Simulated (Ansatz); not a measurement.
# Effect of isotropic strain −0.60 % on CsPbCl3

Base system: CsPbCl3 in the cubic perovskite structure (space group Pm-3m, No. 221; a = 5.7356 Å).

One thing is altered: the cell is scaled by 0.9940 in all directions; the atoms relax in the strained cell.

Method: DFT with PBE, PAW potentials and a 420 eV plane-wave cutoff in Ansatz (an electronic-structure program), no spin-orbit coupling. Γ-centred 6×6×6 mesh, Fermi–Dirac width 0.05 eV.

The volume per atom drops by 0.68 Å³ to 37.06 Å³ and the space group stays Pm-3m (No. 221). The energy rises by 0.9 meV/atom and the pressure goes from zero to 0.41 GPa. The band gap decreases by 0.07 eV, from 2.21 eV to 2.14 eV and the gap character is still direct at R. The mean gap deformation potential ΔEg/Δln V amounts to +3.7 eV and the width of the top valence band rises by 0.126 eV, from 2.05 eV to 2.17 eV. The electron mass (degenerate bands, along [100]) goes from 0.12, 0.93, 0.93 mₑ (at R) to 0.12, 0.91, 0.91 mₑ (at R) and the hole mass becomes 0.21 mₑ (at R) (base: 0.22 mₑ (at R)). The valley order (the lowest conduction-band minima on the path, energy above the VBM, named in the base's zone) changes from R along ⟨111⟩ 2.21 eV; Γ 3.67 eV to R along ⟨111⟩ 2.14 eV; Γ 3.59 eV.

Spin-orbit coupling, missing from the scalar runs, can matter with Pb. Effective masses come from finite differences of ±0.01 Å⁻¹. Stability against distortions was not tested. Many cubic perovskites are stable only at high temperature; tilts and polar distortions were not tested. This is not the structure that CsPbCl3 has at room temperature and ambient pressure.
